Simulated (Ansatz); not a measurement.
SnO (model structure, started from the h-BN type, P6₃/mmc, No. 194, 4 atoms in the cell) was calculated with PBEsol+SOC (plane waves, PAW; Ansatz, an electronic-structure program).

Settings: plane-wave cutoff 520 eV, 18×18×12 k mesh (along the axes of the cell as run), Fermi–Dirac smearing 0.05 eV, PAW data made under PBE.

Cell (relaxed with PBE-D3(BJ)):

```xyz
4
Lattice="4.1415 0.0000 0.0000 -2.0707 3.5866 0.0000 0.0000 0.0000 5.1939" Properties=species:S:1:pos:R:3 pbc="T T T"
Sn     0.0000     2.3911     1.2985
Sn     2.0707     1.1955     3.8954
O      0.0000     2.3911     3.8954
O      2.0707     1.1955     1.2985
```

**Question.** Predict the band gap and direct gap at Γ.

**Answer.** 
- band gap = 0.27 eV (on the SCF k mesh)
- direct gap at Γ = 6.42 eV

Note: the relaxation could raise the start's symmetry but not lower it, so the cell can be a saddle point; cell and atoms aren't relaxed at this level (pressure -2.0 GPa).

A model structure was made by putting elements into a prototype or built by hand; it is no filed structure, need not be a known phase, and can be a saddle point held by its symmetry.
